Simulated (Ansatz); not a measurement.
For CsCl-type CuZn, LDA in Ansatz (plane waves, PAW) gives:

- lattice constant a = 2.870 Å
- bulk modulus B0 = 154 GPa
- cohesive energy = 3.33 eV/atom
- zone-centre TO phonon frequency = 217 cm⁻¹
- elastic constant C11 = 166 GPa
- elastic constant C44 = 102 GPa
- polycrystal shear modulus = 42.3 GPa
- enthalpy of formation = -0.106 eV/atom

Question: What does r²SCAN (PAW; Ansatz, a quantum-chemistry and plane-wave program) give for the same quantities?

Answer: 
- lattice constant a: 2.919 Å (rises by 1.7 %)
- bulk modulus: 134 GPa (falls by 13 %)
- cohesive energy: 2.79 eV/atom (falls by 0.54 eV/atom)
- zone-centre TO phonon frequency: 208 cm⁻¹ (decreases by 4.1 %)
- elastic constant C11: 147 GPa (falls by 11 %)
- elastic constant C44: 96.2 GPa (decreases by 5.7 %)
- Voigt–Reuss–Hill shear modulus: 41.6 GPa (decreases by 1.7 %)
- formation enthalpy: -0.108 eV/atom (moves by -0.002 eV/atom)

For comparison: lattice constant a 2.958 Å (measured, temperature not stated, no zero-point or thermal correction; as tabulated in First-Principles Study on the Electrical and Thermal Conductivities of Cu–Zn …); bulk modulus 116 GPa (measured, temperature not stated, no zero-point or thermal correction; as tabulated in Nepal et al. (2020), arXiv:2007.11150); formation enthalpy -0.124 eV/atom (measured, temperature not stated, not corrected to a static lattice; as tabulated in Nepal et al. (2020), arXiv:2007.11150).

Changes are worked out from the printed values.

Unless a cell is named, each level is at its own relaxed cell (LDA 11.82, r²SCAN 12.44 Å³/atom).

Ansatz's density-functional and Hartree–Fock values are scalar-relativistic unless marked +SOC, with PAW data made under PBE.
